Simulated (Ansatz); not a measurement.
The starting structures come from a database of crystals and need not be the phases stable at ambient conditions.

By PBEsol, the system below comes out a metal.

The ballistic (Sharvin) conductance counts the channels at the Fermi level: G/A = (e²/h) × channels of both spins per area.

Consider the following.

```yaml
crystal:
  lattice:
    - [6.50230, 0.00000, 0.00000]
    - [2.93814, 5.80062, 0.00000]
    - [0.00000, 0.00000, 6.90393]
  atoms:
    - { symbol: Bi, position: [0.29600, 0.29600, 0.50000] }
    - { symbol: Bi, position: [0.70400, 0.70400, 0.50000] }
    - { symbol: Bi, position: [0.20400, 0.20400, 0.00000] }
    - { symbol: Bi, position: [0.79600, 0.79600, 0.00000] }
    - { symbol: Bi, position: [0.33311, 0.66689, 0.83303] }
    - { symbol: Bi, position: [0.66689, 0.33311, 0.16697] }
    - { symbol: Bi, position: [0.16689, 0.83311, 0.33303] }
    - { symbol: Bi, position: [0.83311, 0.16689, 0.66697] }
```

Space group of this cell: Cmce. The cell is taken as given; by PBEsol its mean pressure is -2.6 GPa.

The current flows along the normal of the first two printed cell vectors. No spin-orbit coupling; the value is a mean over 0.1 eV about the Fermi level.

**Question.** Predict the ballistic conductance per area from Ansatz (an electronic-structure program) with PBEsol.

**Answer.** 0.54 × 10¹⁵ S/m² for both spins.
